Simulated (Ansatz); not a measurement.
Consider CdS in the wurtzite structure (space group P6_3mc, No. 186; a = 4.074 Å, c = 6.637 Å). Axes: x lies along a and z along c of the hexagonal cell.

Method: LDA (Ansatz, an electronic-structure program), without spin-orbit coupling.

Base values:

* **Valence-band top at Γ**: 0.00, 0.00, -0.06 eV
* **Electron mass**: 0.11 mₑ along c, 0.11 mₑ across (at Γ)
* **Band gap**: 1.03 eV

Modification: tensor shear ε_xz = +0.67 % (engineering shear γ = 0.0134), atoms relaxed at fixed cell.

Q: What does the calculation give for the valence-band top at Γ after the change?

A: The valence-band top at Γ (three highest levels, from the VBM) becomes 0.00, -0.01, -0.08 eV (base: 0.00, 0.00, -0.06 eV).

Q: Estimate the effect on the electron mass.

A: The electron mass becomes 0.11 mₑ along z, 0.11 mₑ across (at Γ) (base: 0.11 mₑ along c, 0.11 mₑ across (at Γ)).

Q: Predict the new stress.

A: The stress (xx, yy, zz, yz, xz, xy; compression positive) amounts to (-0.01, -0.01, 0.01, 0.00, -0.21, 0.00) GPa.

Q: How does this affect the band gap?

A: The band gap hardly moves (1.03 eV against 1.02 eV).

The cells carry an imposed strain or load. Effective masses come from finite differences of ±0.01 Å⁻¹. Whether these cells are dynamically stable was not tested.
